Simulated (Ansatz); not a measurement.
Model glasses of amorphous HfO2, 56 to 59 atoms (Hf18O36 before any change). Each row is one cell at a composition chosen by hand, melted whole on the CHGNet potential with the anions pushed apart under 1.9 Å, quenched within some picoseconds, far faster than a real film, and relaxed with PBE, scalar-relativistic without spin-orbit coupling (plane waves to 420 eV, PAW; Ansatz, an electronic-structure program). Each is the lower in DFT energy of 2 quenches. Cycles of charging and discharging were tried on some cells ahead of these points, and a cell that came back lower was taken. The column on the box says what of it was relaxed with the atoms; held means as the quench left it. Cells that kept moments or hold spare charge are left out.

Formal charges balance in every cell, with the guest at the charge named. Neighbours are the O atoms within a cut-off of 1.2 times the sum of covalent radii (1.1 times for Mo, La); the radius is Shannon's ionic radius for that charge at the coordination found, taken on a straight line between listed coordinations where the table lacks it, averaged where a cell holds several guest atoms. The coordination is that of the cell taken. The cells ran without spin polarisation.

```tsv
guest	change of the cell	box	cut-off (Å)	O neighbours	ionic radius (Å)	mean guest-O distance (Å)
B3+	+2 B, +3 O	volume and shape	1.80	4, 3	0.06	1.43
Si4+	+2 O, +1 Si	shape	2.12	4	0.26	1.66
Mo6+	+1 Mo, +3 O	shape	2.42	5	0.50	1.91
Ga3+	+2 Ga, +3 O	shape	2.26	4, 5	0.51	1.94
Mg2+	+1 Mg, +1 O	shape	2.48	4	0.57	2.07
In3+	+2 In, +3 O	volume and shape	2.50	5, 6	0.76	withheld
Na1+	+2 Na, +1 O	shape	2.78	5, 5	1.00	2.42
La3+	+2 La, +3 O	volume and shape	3.00	6, 8	1.10	2.55
Ba2+	+1 Ba, +1 O	shape	3.37	8	1.42	2.92
```

Fit a straight line of the last column on the one before it through the 8 full rows, and predict the withheld value for In3+.

Means: x = 0.678, y = 2.112. Slope = Σ(Δx Δy) / Σ(Δx²) = 1.5633 / 1.4606 = 1.070; intercept = 2.112 − (1.070) × 0.678 = 1.387 Å; r.m.s. residual 0.031 Å. Prediction: 1.387 + (1.070) × 0.76 = 2.20 Å. The run gave 2.19 Å, a miss of 0.01 Å, within the residual.

What would hard spheres give for this line?

A slope of 1 and an intercept at the radius of O2−, 1.35 Å for two neighbours to 1.40 Å for six in Shannon's table; the fit has 1.070 and 1.387 Å.
